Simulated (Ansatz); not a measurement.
Base system: SnO$_{2}$ in the rutile structure (space group P4_2/mnm, No. 136; a = 4.722 Å, c = 3.190 Å). Axes: x, y, z lie along a, b, c of the conventional cell.

The values are results of LDA in Ansatz (plane waves to 420 eV, PAW, without spin-orbit coupling), not measurements.

It is then changed as follows: the cell is compressed by 2.40 % along z with no lateral relaxation, atoms relaxed at fixed cell.

Problem. Predict the stress tensor and what it implies for the stiffness.

Solution. Stress of the strained cell less that of the base (GPa, compression positive):
```
   3.98    0.00    0.00
   0.00    3.98    0.00
   0.00    0.00   11.13
```

Then −Δσ_ii/ε with ε = -0.0240 gives secant stiffness values (nonlinear terms included at this strain): C33 ≈ 464 GPa, C13 ≈ 166 GPa and C23 ≈ 166 GPa.

As a check, the harmonic strain energy −½ V₀ Δσ:ε is 9.9 meV/atom; the computed energy rise is 9.7 meV/atom.

Stability against distortions was not tested.

Ansatz is a first-principles code.
